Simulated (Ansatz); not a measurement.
# Pt on the Cu site in fcc Cu

All values below come from PBE, PAW (plane waves to 420 eV; Ansatz, a program for electronic structure). Cell and caveats: 32-site cell; 6×6×6 shifted k-points; start: the Cu site; no spin–orbit coupling; no Hubbard U; energies good to tenths of an eV; the relaxation kept the symmetry of the starting site.

Neighbours after relaxation, in Å: of the Pt atom: Cu 2.60, Cu 2.60, Cu 2.60, Cu 2.60, Cu 2.60, Cu 2.60, Cu 2.60, Cu 2.60 (the shell may go on).

Formation energies E_f are those of the neutral cell. Chemical conditions: host crystal and elements as references (Δμ(Cu) = 0.00 eV, Δμ(Pt) = 0.00 eV; Pt taken from its element, since no compound that bounds it was computed at this level; only phases computed here count, gases as isolated molecules at 0 K). Reference phases: Cu: fcc Cu, Pt: fcc Pt.

```tsv
charge	moment (μB)	point group	largest move off a lattice site (Å)	E_f, host crystal and elements as references (eV)
0	not spin-polarised	Oh	0.04	-0.48
```

Point groups are those of the whole cell at tolerances of 0.03 and 0.1 Å ("near" where only the looser one holds); none is given for unsettled states.

All states together cost very roughly 9 core-minutes.
